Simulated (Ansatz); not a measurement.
**How the bulk modulus of Bi₂S₃ (model structure, started from the A-La2O3 type, P-3m1, No. 164, 5 atoms in the cell) moves with the method**

No measured value is used here.

| level (code) | value (GPa) | cell (Å³/atom) |
|---|---|---|
| LDA (Ansatz) | 35.2 | 25.21 |
| PBE (Ansatz) | 3.88 | 29.61 |
| PBEsol (Ansatz) | 17.9 | 26.43 |
| r²SCAN (Ansatz) | (withheld) | 27.52 |

Problem. Some entries are withheld; supply them.

Solution. 
- r²SCAN (Ansatz, a first-principles code), value (GPa): 18.6

Density-functional levels without +SOC have no spin–orbit coupling. LDA, PBE, PBEsol, r²SCAN: the bulk modulus is −V dP/dV from two relaxed cells at ±2 % in volume. Each level is taken at its own relaxed cell. Cutoffs differ between the levels. Ansatz's density-functional and Hartree–Fock values are scalar-relativistic unless marked +SOC, with PAW data made under PBE.

A model structure was made by putting elements into a prototype or built by hand; it is no filed structure, need not be a known phase, and can be a saddle point held by its symmetry.
